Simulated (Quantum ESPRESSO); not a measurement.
Worked example: self-consistent single point of YH₃O₃ (P6_3/m, 14 atoms in the cell) in Quantum ESPRESSO.

Method of the run: PBEsol, GBRV 1.5 ultrasoft (PBESOL) pseudopotentials (plane waves; Quantum ESPRESSO 7.5).

```
CELL_PARAMETERS angstrom
      6.36312     0.00000     0.00000
     -3.18156     5.51062     0.00000
      0.00000     0.00000     3.55261
ATOMIC_POSITIONS crystal
  Y  0.33333 0.66667 0.25000
  Y  0.66667 0.33333 0.75000
  H  0.86154 0.14015 0.25000
  H  0.13846 0.85985 0.75000
  H  0.72139 0.86154 0.75000
  H  0.27861 0.13846 0.25000
  H  0.85985 0.72139 0.25000
  H  0.14015 0.27861 0.75000
  O  0.60314 0.68868 0.75000
  O  0.39686 0.31132 0.25000
  O  0.91446 0.60314 0.25000
  O  0.08554 0.39686 0.75000
  O  0.31132 0.91446 0.75000
  O  0.68868 0.08554 0.25000
```

Reference input (self-consistent single point, DFT, PBEsol, plane waves, GBRV 1.5 ultrasoft (PBESOL) pseudopotentials): ecutwfc = 40 Ry; ecutrho = 320 Ry; occupations = fixed; potentials = {Y: y_pbesol_v1.4.uspp.F.UPF, H: h_pbesol_v1.4.uspp.F.UPF, O: o_pbesol_v1.2.uspp.F.UPF}; K_POINTS = automatic 3 3 5 0 0 0; nbnd = 36; conv_thr = 1e-11 Ry; mixing_beta = 0.3. This run's input differs from it in these lines:

```diff
@@ -13,3 +13,3 @@
     ecutwfc = 40,
-    ecutrho = 320,
+    ecutrho = 120,
     occupations = 'fixed',
```

Output (repeated stretches shortened):

```
     Self-consistent Calculation

     iteration #  1     ecut=    40.00 Ry     beta= 0.30

     total energy              =    -386.38842007 Ry
     estimated scf accuracy    <       2.61153993 Ry

     iteration #  2     ecut=    40.00 Ry     beta= 0.30

     total energy              =    -386.71916983 Ry
     estimated scf accuracy    <       0.17051869 Ry

     iteration #  3     ecut=    40.00 Ry     beta= 0.30

     total energy              =    -386.74412701 Ry
     estimated scf accuracy    <       0.05555016 Ry

   [... 12 blocks of this kind left out ...]

     iteration # 16     ecut=    40.00 Ry     beta= 0.30

     total energy              =    -386.75171650 Ry
     estimated scf accuracy    <          3.2E-11 Ry

     iteration # 17     ecut=    40.00 Ry     beta= 0.30
     End of self-consistent calculation

     highest occupied, lowest unoccupied level (ev):     5.6141    9.2770

!    total energy              =    -386.75171650 Ry
     estimated scf accuracy    <          9.5E-12 Ry

     convergence has been achieved in  17 iterations

     Forces acting on atoms (cartesian axes, Ry/au):

     atom    1 type  1   force =    -0.00000000   -0.00000000    0.00000000
     atom    2 type  1   force =     0.00000000   -0.00000000    0.00000000
     atom    3 type  2   force =     0.02013269    0.00845460    0.00000000
     atom    4 type  2   force =    -0.02013269   -0.00845460    0.00000000
     atom    5 type  2   force =     0.00274445    0.02166272    0.00000000
     atom    6 type  2   force =    -0.00274445   -0.02166272    0.00000000
   [... lines left out ...]

     Total force =     0.088253     Total SCF correction =     0.000002

          total   stress  (Ry/bohr**3)                   (kbar)     P=      -34.55
  -0.00016715   0.00000000   0.00000000          -24.59        0.00        0.00
   0.00000000  -0.00016715  -0.00000000            0.00      -24.59       -0.00
   0.00000000  -0.00000000  -0.00037029            0.00       -0.00      -54.47

   JOB DONE.
```

The run converged in 17 iterations. Against the reference run the free energy is nearly the same (within 1 meV/atom), the pressure goes from -3.56 to -3.45 GPa, the largest force stays at 0.737 eV/Å and the gap on the mesh goes from 3.641 to 3.663 eV.

The starting cell comes from a database of computed structures (which also holds hypothetical and non-ambient phases and stackings), without a prior relaxation at this level.

Cost on one core of a shared machine: roughly 30 s.
